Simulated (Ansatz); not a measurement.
Results of r²SCAN+rVV10 (plane waves, PAW; Ansatz, an electronic-structure program) for L1₂ (Cu3Au-type) Ni₃Al.

Output (set-up and result lines):

```
Crystal: 4 atoms, lattice volume = 42.604 Å³
Basis set: ecut = 560 eV, 1309 PW (Γ), exchange–correlation on 81×81×81 points (27 copies of the dense FFT grid, shifted against one another)
Bands: 36, of which v1, the nominal top of the filled ones, is band 29 counted from 1 (28 counted from 0)
Symmetry: 48 space group operations
Space group: Pm-3m (ITA 221), of the structure as read, at distance tolerance 3.5e-5 Å
k-points: 165 of 4096
Initial density: superposition of atomic densities (chi_scale 0.1, normalization cell)
Functional: x = r2scan, c = r2scan + rvv10(b = 11.95, C = 0.0093); τ floored in thin density (d = 2e-4 eV/Å³)
spin=Collinear: Kerker preconditioning applied to the charge; magnetization (m = ρ↑ − ρ↓) channel mixes plain (no charge-response kernel on spin).
SCF 1 converged in 20 iterations: F = -18074.639320 eV  dr2 = 2.92e-11
SCF converged after 20 iterations
Magnetization: 0.8740 μB (28.9370 up, 28.0630 down)
Free energy (F): -18074.639320 eV
Internal energy: -18074.622425 eV  (E = F + TS)
E sigma→0 (E₀):  -18074.630872 eV
Fermi energy:    16.876230 eV
--- Forces (eV/Å), atoms counted from 1 ---
  atom   1  Al    -0.00000000    -0.00000000    -0.00000000
  atom   2  Ni     0.00000000    -0.00000000    -0.00000000
  atom   3  Ni     0.00000000    -0.00000000     0.00000000
  atom   4  Ni     0.00000000     0.00000000     0.00000000
--- Stress (GPa, compression-positive) ---
        4.395785       0.000000       0.000000
        0.000000       4.395785       0.000000
        0.000000       0.000000       4.395785
  P = ⅓ Tr σ = 4.3958 GPa (43.958 kbar)
```

**Question.** Write an input file that could have produced this run (the log leaves some choices open).

**Answer.** This is not unique; one that fits is 
Ansatz 0.2 input:
```yaml
crystal:
  lattice:
    - [3.4926072652, 0.0, 0.0]
    - [0.0, 3.4926072652, 0.0]
    - [0.0, 0.0, 3.4926072652]
  atoms:
    - { symbol: Al, position: [0.0, 0.0, 0.0], spin: 0.0 }
    - { symbol: Ni, position: [0.0, 0.5, 0.5], spin: 0.5 }
    - { symbol: Ni, position: [0.5, 0.0, 0.5], spin: 0.5 }
    - { symbol: Ni, position: [0.5, 0.5, 0.0], spin: 0.5 }
basis:
  ecutwfc: 560
  ecutrho_ratio: 4
  xc_grid: 3
kpoints:
  mp_grid: { grid: [16, 16, 16] }
hamiltonian:
  xc: r2scan
  dispersion: rvv10
  pseudopotentials: { kind: paw }
scf:
  occupations: { method: fermi_dirac, width: 0.05 }
  convergence: { dr2_threshold: 0.0000000004 }
output:
  forces: true
  stress: true
  eigenvalues: true
magnetization:
  spin_polarized: true
```

The cell is one volume of an energy–volume scan, off the minimum.

The PAW data were made under PBE.

Note: moments this small hang on the smearing and the k mesh.

The result took around 2.8 core-minutes (rough).
